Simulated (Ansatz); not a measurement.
Consider MgO in the rock salt structure (space group Fm-3m, No. 225; a = 4.2141 Å). Axes: x, y, z lie along the cube axes.

Computed with Ansatz (an electronic-structure program) PBEsol, without spin-orbit coupling.

Strains are applied to the cell and any free atomic positions relax.

One change was made to it. Results:

| quantity | base | after |
|---|---|---|
| energy relative to the base (free energy F) | 0 meV/atom | +11 meV/atom |
| shortest interatomic distance | 2.107 Å | 2.107 Å |

Q: Which change produced these results?
A) strain tensor (xx, yy, zz, yz, xz, xy) = (+0.91, −0.65, −0.08, −0.46, −0.80, +0.35) %
B) tensor shear ε_xy = +2.50 %
C) uniaxial strain ε_xx = −0.91 %

A: B, tensor shear ε_xy = +2.50 %. For comparison, the energy relative to the base in the other runs: strain tensor (xx, yy, zz, yz, xz, xy) = (+0.91, −0.65, −0.08, −0.46, −0.80, +0.35) % gives +2.4 meV/atom; uniaxial strain ε_xx = −0.91 % gives +0.8 meV/atom.

Whether these cells are dynamically stable was not tested. The base started in P3_121 and relaxed to Fm-3m at this level.
